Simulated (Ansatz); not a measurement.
## Ga₂O₃ (model structure, started from the Bi2Te3 type, R-3m, No. 166, 5 atoms in the cell)

All values below come from r²SCAN+rVV10 in Ansatz (PAW).

Numerical settings: plane-wave cutoff 560 eV, 14×14×14 k mesh, Fermi–Dirac smearing 0.01 eV, scalar-relativistic PAW data made under PBE.

Cell (relaxed at this level):

Ga$_{2}$O$_{3}$ has the trigonal space group R-3m, hexagonal axes (No. 166), Pearson symbol hR5. Conventional cell: a = b = 2.9800 Å, c = 20.6211 Å, α = β = 90.00°, γ = 120.00°. Ga on 6c has 3 O at 1.866 Å and 3 O at 2.213 Å. O1 on 3a sees 6 Ga at 2.213 Å (octahedral). O2 on 6c sees 3 Ga at 1.866 Å (trigonal pyramidal). (Neighbours: up to the widest gap in distance over summed covalent radii, below 1.35, at either atom; cation-cation and far metal-metal contacts left out.)
(The calculation used a cell of 5 atoms; values per cell refer to that cell.)

For Ga₂O₃ (model structure, started from the Bi2Te3 type, R-3m, No. 166, 5 atoms in the cell), the band gap is 3.14 eV (direct).

Note: the relaxation could raise the start's symmetry but not lower it, so the cell can be a saddle point.

Spin–orbit coupling is not included.

The computed numbers hold no vibrational or temperature effects.

A model structure was made by putting elements into a prototype or built by hand; it is no filed structure, need not be a known phase, and can be a saddle point held by its symmetry.

Ansatz is a first-principles code.
